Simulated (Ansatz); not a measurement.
Response to strain in Ce

Base system: Ce in the fcc (Cu type) structure (space group Fm-3m, No. 225; a = 4.590 Å; relaxed with 0.1 eV smearing). Axes: x, y, z lie along the cube axes.

Strains are applied to the cell and any free atomic positions relax; under biaxial strain the out-of-plane vector relaxes too.

The values are results of PBEsol (Ansatz, a first-principles code), without spin-orbit coupling, earlier PAW set, not measurements.

Candidates:
(a) isotropic strain −0.61 %
(b) biaxial strain −0.62 %, plane normal [001], relaxed out of plane
(c) isotropic strain −1.95 %

Notes on the quantities. energy relative to the base: free energy F.

Q: Order them by energy relative to the base, lowest first.

A: (b) biaxial strain −0.62 %, plane normal [001], relaxed out of plane (+0.4 meV/atom), (a) isotropic strain −0.61 % (+1.2 meV/atom), (c) isotropic strain −1.95 % (+13 meV/atom)

The 4f electrons are in the valence with no U and their state was not checked, so volumes and moments can be off. Whether these cells are dynamically stable was not tested. Starting moments died away, wholly or in part, for the base; another magnetic solution may exist. All final runs are without spin polarisation.
